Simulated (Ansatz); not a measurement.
An Ansatz (an electronic-structure program) run: a single point on hypothetical R-3 C with a change (uniaxial strain ε_yy = −0.44 %), its geometry relaxed with PBEsol; r2SCAN, PAW, 500 eV (Ansatz; scalar-relativistic without spin-orbit coupling).

Input:

Ansatz 0.2 input:
```yaml
crystal:
  lattice:
    - [3.1589810036, 1.8158136433, 1.2820033369]
    - [-3.1589810036, 1.8158136433, 1.2820033369]
    - [0, -3.6316272865, 1.2820033369]
  atoms:
    - { symbol: C, position: [0.0000528187, 0.6913998111, 0.5001687822] }
    - { symbol: C, position: [0.9999471813, 0.3086001889, 0.4998312178] }
    - { symbol: C, position: [0.5002034213, -0.000009478, 0.6916845176] }
    - { symbol: C, position: [0.4997965787, 1.000009478, 0.3083154824] }
    - { symbol: C, position: [0.6914821574, 0.500441035, -0.0000245937] }
    - { symbol: C, position: [0.3085178426, 0.499558965, 1.0000245937] }
    - { symbol: C, position: [0.7002917203, 0.700076301, 0.7001594086] }
    - { symbol: C, position: [0.2997082797, 0.299923699, 0.2998405914] }
basis: { ecutwfc: 500, ecutrho_ratio: 4, xc_grid: 4, fft_grid_basis: typed }
kpoints: { mp_grid: { grid: [10, 10, 10] } }
hamiltonian:
  xc: r2scan
  dispersion: none
  pseudopotentials: { kind: paw }
scf: { occupations: { method: fermi_dirac, width: 0.05 }, convergence: { dr2_threshold: 0.0000000008 } }
output: { forces: true, stress: true }
checkpoint: { write: state.ck, write_every: 1000 }
```

Output (explanatory and most iteration lines left out):

```
Pseudopotential: C, paw, valence charge 4
Crystal: 8 atoms, lattice volume = 44.122 Å³
Basis set: ecut = 500 eV, 1093 PW (Γ), exchange–correlation on 120×120×120 points (64 copies of the dense FFT grid, shifted against one another)
Bands: 24, of which v1, the nominal top of the filled ones, is band 16 counted from 1 (15 counted from 0)
Symmetry: 2 space group operations
Space group: P-1 (ITA 2), of the structure as read, at distance tolerance 3.5e-5 Å
k-points: 504 of 1000
Functional: x = r2scan, c = r2scan; τ floored in thin density (d = 2e-4 eV/Å³)
SCF iter   1: F=—  HF=-2005.224760 eV  |F-HF|=—  |Δ(HF+E_count)|=         —  Δρ=1.19e-2  dr2=2.03e-2  dr2_τ=1.36e0  ethr=1.77e-3  ⟨swp⟩=5.6  Hψ=61221  notcnv=0  defer=490
SCF iter   2: F=—  HF=-2005.517260 eV  |F-HF|=—  |Δ(HF+E_count)|=   2.93e-1  Δρ=6.95e-3  dr2=6.46e-3  dr2_τ=3.82e-4  ethr=6.33e-5  ⟨swp⟩=2.0  Hψ=26930  notcnv=0  defer=1294
SCF 1 converged in 8 iterations: F = -2005.518734 eV  dr2 = 1.03e-10
SCF converged after 8 iterations
Free energy (F): -2005.518734 eV
Internal energy: -2005.518734 eV  (E = F + TS)
E sigma→0 (E₀):  -2005.518734 eV
Fermi energy:    14.978802 eV
--- Forces (eV/Å), atoms counted from 1 ---
  atom   1  C      0.23280606    -0.15197792    -0.08233472
  atom   2  C     -0.23280606     0.15197792     0.08233472
  atom   3  C      0.01329972     0.28736736    -0.09128798
  atom   4  C     -0.01329972    -0.28736736     0.09128798
  atom   5  C     -0.25109407    -0.11608828    -0.08534517
  atom   6  C      0.25109407     0.11608828     0.08534517
  atom   7  C      0.00688670    -0.00167733    -0.24761204
  atom   8  C     -0.00688670     0.00167733     0.24761204
--- Stress (GPa, compression-positive) ---
        4.686992       0.005094      -0.034600
        0.005095       9.778526      -0.072418
       -0.034600      -0.072418       5.061879
  P = ⅓ Tr σ = 6.5091 GPa (65.091 kbar)
```

Single points use the geometry relaxed with PBEsol. No phonon test of stability was made. The cell was made from C (space group R-3, No. 148; a hypothetical phase, not in the database extracts checked) by this change: uniaxial strain ε_yy = −0.44 %.
